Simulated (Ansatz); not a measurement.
# ZrB2: pressure series

Start from ZrB2 (space group P6/mmm, No. 191).

ZrB₂ is taken in the hexagonal space group P6/mmm (No. 191), Pearson symbol hP3. Cell: a = b = 3.1714 Å, c = 3.5413 Å, α = β = 90.00°, γ = 120.00°. Zr on 1a has 12 B at 2.547 Å. B on 2d is coordinated by 3 B at 1.831 Å and 6 Zr at 2.547 Å. (Neighbours: up to the widest gap in distance over summed covalent radii, below 1.35, at either atom; cation-cation and far metal-metal contacts left out.)

Cell and atoms are relaxed at each pressure.

The values are results of PBE in Ansatz (plane waves to 420 eV, PAW, no spin-orbit coupling), not measurements.

```json
[
 {"case": "base", "c/a ratio": "1.117", "shortest interatomic distance": "1.831 Å", "density": "6.07 g/cm³"},
 {"case": "pressure −2 GPa", "c/a ratio": "1.117", "shortest interatomic distance": "1.836 Å", "density": "6.02 g/cm³"},
 {"case": "pressure −1 GPa", "c/a ratio": "1.117", "shortest interatomic distance": "1.833 Å", "density": "6.05 g/cm³"},
 {"case": "pressure 0.9 GPa", "c/a ratio": "1.116", "shortest interatomic distance": "1.829 Å", "density": "6.10 g/cm³"},
 {"case": "pressure 2.1 GPa", "c/a ratio": "1.116", "shortest interatomic distance": "1.826 Å", "density": "6.13 g/cm³"},
 {"case": "pressure 4.5 GPa", "c/a ratio": "1.115", "shortest interatomic distance": "1.821 Å", "density": "6.19 g/cm³"},
 {"case": "pressure 9 GPa", "c/a ratio": "1.114", "shortest interatomic distance": "1.811 Å", "density": "6.29 g/cm³"},
 {"case": "pressure 15 GPa", "c/a ratio": "1.113", "shortest interatomic distance": "1.799 Å", "density": "6.43 g/cm³"},
 {"case": "pressure 22.5 GPa", "c/a ratio": "1.112", "shortest interatomic distance": "1.785 Å", "density": "6.59 g/cm³"},
 {"case": "pressure 30 GPa", "c/a ratio": "1.111", "shortest interatomic distance": "1.772 Å", "density": "6.73 g/cm³"}
]
```

Load acts through the strain it causes; cell and atoms are relaxed under it. Stability against distortions was not tested. No other phases were tried under pressure. All final runs are without spin polarisation.

Ansatz is a first-principles code.
